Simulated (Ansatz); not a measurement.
Defect migration in fcc Al: Zn-vacancy pair (Zn on one host Al site, one Al site vacant), neutral cell. All values below come from PBE, PAW (plane waves to 420 eV; Ansatz, an electronic-structure program).

Cell of 32 host sites held at the relaxed PBE lattice; a 4×4×4 k-point mesh shifted by half a step; Fermi-Dirac width 0.10 eV, spin-restricted; finite-size errors left in. No zero-point or tunnelling terms. Forms of the defect that were not tried may lie lower. The start lies 0.046 eV above the lowest site run (PBE).

Barriers: single points on a 6×6×6 k-point mesh shifted by half a step at the bands' geometries.

The step: a nearby Al atom hops onto the vacant site (Zn-vacancy distance between ideal sites 5.72 → 4.95 Å). Atoms about the jump, Cartesian Å from the middle of the jump, before and after:

| atom | x0 | y0 | z0 | x1 | y1 | z1 |
|---|---|---|---|---|---|---|
| Al1 | -0.99 | 0.00 | -0.98 | 0.99 | 0.00 | 0.98 |
| Al2 | -0.99 | 1.99 | 1.01 | -1.01 | 1.99 | 0.98 |
| Al3 | -0.99 | -1.99 | 1.01 | -1.01 | -1.99 | 0.98 |
| Al4 | 1.02 | -1.99 | -0.98 | 0.98 | -1.99 | -1.02 |
| Al5 | 1.02 | 1.99 | -0.98 | 0.99 | 2.00 | -1.02 |
| Al6 | 1.02 | 0.00 | -3.03 | 0.98 | 0.00 | -3.01 |
| Al7 | 3.02 | 0.00 | -0.98 | 3.03 | 0.00 | -1.01 |
| Al8 | -3.03 | 0.00 | 1.01 | -3.01 | 0.00 | 0.98 |
| Al9 | -0.99 | 0.00 | 3.01 | -1.01 | 0.00 | 3.03 |
| Al10 | -1.01 | -2.03 | -3.03 | -1.01 | -2.00 | -3.01 |
| Al11 | -1.01 | 2.03 | -3.03 | -1.01 | 1.99 | -3.01 |
| Al12 | -3.03 | 2.03 | -1.01 | -3.01 | 1.99 | -1.01 |
| Al13 | -3.03 | -2.03 | -1.01 | -3.01 | -1.99 | -1.01 |
| Al14 | 1.02 | -1.99 | 3.00 | 1.02 | -2.03 | 3.03 |
| Al15 | 1.02 | 1.99 | 3.00 | 1.02 | 2.03 | 3.03 |
| Al16 | 3.02 | 1.99 | 1.01 | 3.04 | 2.03 | 1.01 |
| Al17 | 3.02 | -1.99 | 1.01 | 3.04 | -2.03 | 1.01 |
| Zn18 | 1.02 | -4.04 | -3.03 | 1.02 | -4.04 | -3.05 |

**Question.** Predict the transition state.

**Answer.** 
| atom | x | y | z |
|---|---|---|---|
| Al1 | 0.01 | -0.01 | -0.01 |
| Al2 | -1.04 | 2.15 | 1.06 |
| Al3 | -1.04 | -2.17 | 1.06 |
| Al4 | 1.06 | -2.19 | -1.06 |
| Al5 | 1.06 | 2.17 | -1.06 |
| Al6 | 0.98 | -0.01 | -2.97 |
| Al7 | 2.97 | -0.01 | -0.96 |
| Al8 | -2.96 | -0.01 | 0.98 |
| Al9 | -0.97 | -0.01 | 2.97 |
| Al10 | -1.01 | -1.98 | -3.00 |
| Al11 | -1.01 | 1.97 | -3.00 |
| Al12 | -2.99 | 1.96 | -1.00 |
| Al13 | -2.99 | -1.98 | -1.00 |
| Al14 | 1.02 | -1.98 | 3.00 |
| Al15 | 1.03 | 1.97 | 3.00 |
| Al16 | 3.02 | 1.97 | 1.02 |
| Al17 | 3.02 | -1.99 | 1.02 |
| Zn18 | 1.02 | -4.05 | -3.13 |
It lies 0.56 eV above the start and 0.59 eV above the end. The saddle point's order was not checked, and it lies on a symmetry element of the cell, where a band can be held.
